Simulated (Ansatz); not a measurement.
BN: biaxial strain −1.25 %, plane normal [111], relaxed out of plane

Consider BN in the zinc blende structure (space group F-43m, No. 216; a = 3.5805 Å). Axes: x, y, z lie along the cube axes.

One thing is altered: biaxial strain −1.25 %, plane normal [111], relaxed out of plane (Cartesian); in-plane vectors clamped, the third vector and the atoms free.

Calculations: LDA/PAW in Ansatz (an electronic-structure program), no spin-orbit coupling. k-mesh 16×16×16 (Γ-centred); smearing 0.05 eV (Fermi–Dirac).

The volume per atom decreases by 0.13 Å³ to 5.61 Å³ and the space group changes from F-43m (No. 216) to R3m (No. 160). The energy grows by 6.4 meV/atom and the pressure (mean of the normal stresses, compression positive) increases by 9.77 GPa (-0.01 GPa → 9.76 GPa). The band gap falls by 0.016 eV to 4.38 eV and the gap character amounts to indirect, Γ → F. The smallest direct gap falls by 0.23 eV (8.83 eV → 8.60 eV) and the valence-band top at Γ (three highest levels, from the VBM) becomes 0.00, 0.00, -0.11 eV (base: 0.00, 0.00, 0.00 eV). The out-of-plane strain is +0.21 % and the ratio −ε⊥/ε∥ comes out as 0.17. The mean in-plane stress (compression positive) amounts to +14.6 GPa.

Final structure (turned so that z lies along the plane normal):

```
CELL_PARAMETERS angstrom
      2.50018     0.00000     0.00000
      1.25009     2.16522     0.00000
      1.25009    -0.72174     2.07151
ATOMIC_POSITIONS crystal
  B  0.99965 0.00017 0.00052
  N  0.50035 0.24983 0.74948
```

Stability against distortions was not tested. Labels are those of the standard path for the cell's own space group.
